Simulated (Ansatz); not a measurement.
## By hand: formation energy of the neutral Ti_Si in Si3N4 (P6₃/m)

This concerns the formation energy of the neutral Ti_Si in Si3N4 (P6₃/m). Reaction: Ti (hcp) + 18 Si3N4 (P6₃/m) → cell A + Si (diamond).

A: a supercell of 126 sites of Si3N4 (P6₃/m) with Ti on a Si site (4 N at 1.88–1.89 Å); spin state with PBE: run without spin.

Ansatz (a quantum-chemistry and plane-wave program) with PAW potentials; structures come from PBE relaxations, nuclei static, no net charge. Ansatz runs with its default PAW set. Other levels take these structures. The lattices are those relaxed with PBE, so at other levels the solids can be strained, which adds to the spread. Larger cells are relaxed from a start prepared with the learned potential CHGNet, on a coarser mesh till forces fall under 0.03 eV/Å, which some starts already meet. A dispersion term (D3(BJ), or D4 for r2SCAN) was computed beside these levels and is taken off wherever the name lacks it. The PAW files were made for PBE and serve at the other functionals too. Space groups of crystals are read within 0.01 Å. Mesh and cell size may move defect energies by 0.1 eV or more. The value holds for the reservoirs listed; other chemical potentials shift it. Cell A has symmetry Pm within 0.02 Å and got no random move, so less symmetric positions, which may lie lower, weren't tried.

Total energies of the cells in eV, at zero smearing width. They compare only within one column; the weights balance every element.

```
cell            atoms  weight        r2SCAN     r2SCAN+D4
--------------  -----  ------  ------------  ------------
A: Si3N4:Ti_Si    126      +1  -64242.52353  -64256.54882
Si (diamond)        2    +1/2   -1278.13039   -1278.36436
Ti (hcp)            2    −1/2   -5008.73695   -5008.87138
Si3N4 (P6₃/m)     126      −1  -62377.13825  -62391.16130
```

r2SCAN: (-64242.52353) + 1/2 × (-1278.13039) − 1/2 × (-5008.73695) − (-62377.13825) = -0.082 eV.

r2SCAN+D4: (-64256.54882) + 1/2 × (-1278.36436) − 1/2 × (-5008.87138) − (-62391.16130) = -0.134 eV.

What follows from the r2SCAN value: The value above is the Si-rich limit, with Si (diamond) as reservoir. The host forms with -1.28 eV/atom at this level, so before it gives way to its other element Δμ(Si) can go down to -1.28 × 7/3 = -2.99 eV (other compounds may narrow the range). The defect releases 1 Si, so the Si-poor limit is -0.08 + 1 × (-2.99) = -3.07 eV.
